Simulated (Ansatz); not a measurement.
Input:

```yaml
crystal:
  lattice:
    - [4.12989, 0.00000, 0.00000]
    - [0.00000, 3.91390, 0.00000]
    - [0.00000, 0.00000, 4.12989]
  atoms:
    - { symbol: La, position: [0.00000, 0.00000, 0.00000] }
    - { symbol: B, position: [0.19882, 0.50000, 0.50000] }
    - { symbol: B, position: [0.80118, 0.50000, 0.50000] }
    - { symbol: B, position: [0.50000, 0.50000, 0.19882] }
    - { symbol: B, position: [0.50000, 0.50000, 0.80118] }
    - { symbol: B, position: [0.50000, 0.19953, 0.50000] }
    - { symbol: B, position: [0.50000, 0.80047, 0.50000] }
```

No spin polarisation.

Calculations: PBEsol (Ansatz, a program for electronic structure, PAW, without spin-orbit coupling). Settings: 11×11×11 k-points, 0.05 eV Fermi–Dirac smearing.

Q: Predict the band gap.

A: Zero.

Q: Estimate the pressure (mean of the normal stresses, compression positive).

A: 11.1 GPa.

Q: Estimate the space group.

A: P4/mmm (No. 123).

The cells carry an imposed strain or load. No phonon test of stability was made. The final runs are not spin-polarised. The cell was made from LaB6 (space group Pm-3m, No. 221) by this change: uniaxial strain ε_yy = −5.23 %.
